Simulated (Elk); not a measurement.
Band structure of LaTl3 (Pm-3m, 4 atoms in the cell).

```
LaTl3
1.0
    4.91883     0.00000     0.00000
    0.00000     4.91883     0.00000
    0.00000     0.00000     4.91883
La Tl
1 3
Cartesian
  0.00000   0.00000   0.00000
  0.00000   2.45941   2.45941
  2.45941   0.00000   2.45941
  2.45941   2.45941   0.00000
```

Method of the run: LDA (PW92), all-electron FP-LAPW, Elk's shipped species files, LAPW+lo basis run with Elk 10.2.4.

Settings: rgkmax = 7.5; swidth = 0.00499791 Ha; ngridk = 9 9 9; gmaxvr = 14 1/bohr; nxoapwlo = 1; maxscl = 100.

The starting cell comes from a database of computed structures (which also holds hypothetical and non-ambient phases and stackings), without a prior relaxation at this level. Its lattice was rescaled by a random factor within 2.5 % of one. Spin-orbit coupling is off. Values depend on the basis (sphere radii, cutoffs, local orbitals), which need not be converged.

Levels in eV from the Fermi level, bands 31 to 38:
```tsv
point	31	32	33	34	35	36	37	38
Γ	-4.23	-0.86	-0.86	-0.86	1.33	1.33	1.33	1.82
X	-3.83	-1.07	-1.07	-0.67	1.19	1.19	1.37	1.58
M	-5.92	-2.75	-0.18	-0.18	0.96	1.31	1.31	1.48
R	-5.86	-2.80	-1.22	-1.22	-1.22	1.65	1.65	1.65
```

Bands cross the Fermi level along this path, so the cell is metallic at this level.
